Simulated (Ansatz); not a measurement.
Relaxation of the outer planes of the (210) surface of tetragonal MoSi2 in its 1x1 cell (cut with top plane Mo + 2 Si, bottom plane Mo + 2 Si), outermost plane spacing 0.72 Å in the ideal cut.

These are PBE (plane waves to 420 eV, PAW; Ansatz, a first-principles code) values and carry that method's errors.

Model: 45-atom slab, Mo15Si30, 10.1 Å thick at the start (thin: gaps and levels are the slab's own), 6x5x1 mesh, Fermi-Dirac 0.1 eV, dipole correction, all atoms relaxed; start symmetry kept, larger cells not searched; no spin, no spin-orbit, no U.

```csv
plane,atoms,bulk spacing to the next (Å),relaxed spacing (Å),change (%),rumpling (Å)
1,2 Si + Mo,0.719,[?],[?],[?]
2,Mo + 2 Si,0.719,0.651,-9.5,0.04 (Si outermost)
```

### Question
Fill in the missing entries.

### Answer

- 1, relaxed spacing (Å): 0.756
- 1, change (%): 5.1
- 1, rumpling (Å): 0.12 (Si outermost)
